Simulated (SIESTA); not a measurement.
A self-consistent single point of a (100) slab of HfN (cut from a parent of space group no. 225; 8 atoms in the cell) with SIESTA.

Method: GGA PBEsol, numerical atomic orbitals DZP, PseudoDojo PBEsol standard norm-conserving potentials (rewritten from UPF to PSML) in SIESTA.

```
CELL_PARAMETERS angstrom
      3.18014     0.00000     0.00000
     -3.18014     3.18014     0.00000
      0.00000     0.00000    20.74601
ATOMIC_POSITIONS crystal
  Hf 0.00000 0.00000 0.44581
  Hf 0.00000 0.50000 0.33741
  Hf 0.00000 0.00000 0.66259
  Hf 0.00000 0.50000 0.55420
  N  0.00000 0.00000 0.33741
  N  0.00000 0.50000 0.44581
  N  0.00000 0.00000 0.55420
  N  0.00000 0.50000 0.66259
```

Reference input (self-consistent single point, DFT, GGA PBEsol, numerical atomic orbitals DZP, PseudoDojo PBEsol standard norm-conserving potentials (rewritten from UPF to PSML)): XC.functional = GGA; XC.authors = PBEsol; potentials = PseudoDojo PBEsol standard; PAO.BasisSize = DZP; PAO.EnergyShift = 0.01 Ry; MeshCutoff = 350 Ry; kgrid.MonkhorstPack = 7 7 1; OccupationFunction = FD; ElectronicTemperature = 100 meV; MaxSCFIterations = 150; SCF.Mixer.Method = Broyden; SCF.Mixer.Weight = 0.2. This run's input differs from it in these lines:

```diff
@@ -32,3 +32,3 @@
 PAO.EnergyShift              0.01 Ry
-MeshCutoff                   350 Ry
+MeshCutoff                   175 Ry
 %block kgrid.MonkhorstPack
```

Output (repeated stretches shortened):

```
        iscf     Eharris(eV)        E_KS(eV)     FreeEng(eV)     dDmax    Ef(eV) dHmax(eV)
   scf:    1    -7205.793220    -7252.633669    -7252.729365  1.781393 -2.290539 15.843384
   scf:    2    -7265.741078    -7265.678911    -7265.783944  0.191123 -1.737312 13.242731
   scf:    3    -7267.794615    -7269.276507    -7269.370152  0.198407 -2.078489  5.395270
   scf:    4    -7270.616128    -7270.504382    -7270.609387  0.103439 -2.015852  1.896116
   scf:    5    -7270.470321    -7270.541313    -7270.643934  0.036881 -2.108994  1.966441
   [... 4 lines left out ...]
   scf:   10    -7270.627038    -7270.627058    -7270.731102  0.001728 -2.105205  0.040197
   scf:   11    -7270.627029    -7270.627053    -7270.731142  0.000367 -2.104767  0.014350
   scf:   12    -7270.626998    -7270.627028    -7270.731148  0.000183 -2.104374  0.000903
   scf:   13    -7270.627027    -7270.627027    -7270.731149  0.000089 -2.104389  0.000514
SCF Convergence by DM+H criterion
max |DM_out - DM_in|         :     0.0000886978
max |H_out - H_in|      (eV) :     0.0005137828
SCF cycle converged after 13 iterations

Using DM_out to compute the final energy and forces

siesta: E_KS(eV) =            -7270.6270

siesta: E_KS - E_eggbox =     -7270.6270

siesta: Atomic forces (eV/Ang):
     1    0.000000   -0.000000   -0.143002
     2    0.000000   -0.000000    1.625116
     3    0.000000   -0.000000   -1.624261
     4   -0.000000    0.000000    0.141940
     5   -0.000000    0.000000   -1.099849
     6    0.000000   -0.000000   -0.841470
     7    0.000000   -0.000000    0.840833
     8   -0.000000    0.000000    1.100765
   Tot    0.000000   -0.000000    0.000072
   Max    1.625116
   Res    0.617665    sqrt( Sum f_i^2 / 3N )
   Max    1.625116    constrained

   [... lines left out ...]
siesta: FreeEng =     -7270.731149
   [... lines left out ...]

siesta: Cell volume =        209.810698 Ang**3

siesta: Pressure (static):
siesta:                Solid            Molecule  Units
siesta:          -0.00020574         -0.00018280  Ry/Bohr**3
siesta:          -0.01889023         -0.01678418  eV/Ang**3
siesta:         -30.26548378        -26.89121709  kBar

siesta: Electric dipole (a.u.)  =    0.000000   -0.000000    0.000036
siesta: Electric dipole (Debye) =    0.000000   -0.000000    0.000092
```

The run converged in 13 iterations. Against the reference run the free energy goes down by 1.2 meV/atom and the largest force moves little (1.629 to 1.625 eV/Å).

The starting cell has typed, rounded lattice constants, without a prior relaxation at this level. The slab is cut from that crystal, and its faces are unrelaxed. Its lattice was rescaled by up to half a per cent. Spin polarisation is off, though cut faces can carry moments; the slab shows no gap. Values carry the incompleteness of an atom-centred basis. Forces in this geometry exceed 1 eV/Å.

Cost on one core of a shared machine: roughly 60 s.
